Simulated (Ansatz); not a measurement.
Consider Ir in the fcc (Cu type) structure (space group Fm-3m, No. 225; a = 3.871 Å).

Calculations: PBE in Ansatz (plane waves to 420 eV, PAW, no SOC).

Before the change:

The volume per atom comes out as 14.50 Å³.

The change: a negative pressure, −1 GPa.

**Question.** What happens to the volume per atom?

**Answer.** The volume per atom grows by 0.04 Å³ to 14.54 Å³.

Load acts through the strain it causes; cell and atoms are relaxed under it. Whether these cells are dynamically stable was not tested. The final runs are not spin-polarised.

Ansatz is an electronic-structure program.
